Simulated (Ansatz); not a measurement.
The starting structures come from a database of crystals and need not be the phases stable at ambient conditions.

 Where the default PAW files enter, the runs use the earlier of Ansatz's two default sets.

By PBEsol, the system below comes out a metal.

Without scattering a metal conducts by its projected Fermi surface.

Here is the system:

```xyz
4
Lattice="5.1754 0.0000 0.0000 0.0000 6.8714 0.0000 0.0000 3.4357 3.4357" Properties=species:S:1:pos:R:3 pbc="T T T"
In     2.5626     1.7179     1.7179
In     2.6129     5.1536     1.7179
Bi     0.0000     3.4357     0.0000
Bi     0.0000     0.0000     0.0000
```

Space group of this cell: P4/nmm. The cell is taken as given; by PBEsol its mean pressure is -2.6 GPa.

The current flows along the normal of the first two printed cell vectors, the (110) plane of the conventional cell. No spin-orbit coupling; the value is a mean over 0.1 eV about the Fermi level.

Give the ballistic conductance per area that PBEsol run with Ansatz (a first-principles code) yields.

0.71 × 10¹⁵ S/m² for both spins.
